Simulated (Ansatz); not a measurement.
Consider Ce in the fcc (Cu type) structure (space group Fm-3m, No. 225; a = 4.6644 Å).

Level of theory: r2SCAN (Ansatz, a program for electronic structure, PAW, spin-orbit coupling left out), earlier PAW set.

For the base:

- Volume per atom: 25.37 Å³
- Magnetic state: non-magnetic

One thing is altered: Eu takes the place of Ce on all its sites, then cell and atoms are relaxed.

Tabulated Pauling electronegativity and covalent radius: Ce 1.12, 2.04 Å; Eu 1.20, 1.98 Å.

Q: What does the calculation give for the volume per atom after the change?

A: The volume per atom increases by 17.05 Å³ (25.37 Å³ → 42.42 Å³).

Q: What does the calculation give for the magnetic state after the change?

A: The magnetic state goes from non-magnetic to ferromagnetic.

The magnetic state is the one reached from the starting moments; the real material's order can differ, and small cells can't hold many antiferromagnetic ones. The 4f electrons are in the valence with no U and their state was not checked, so volumes and moments can be off. No phonon test of stability was made. For Eu in this form, whether it has been made was not checked. Starting moments died away, wholly or in part, for the base; another magnetic solution may exist. Spin-polarised in the final run: Eu; the other runs are not. This is not the structure that Eu has at room temperature and ambient pressure.
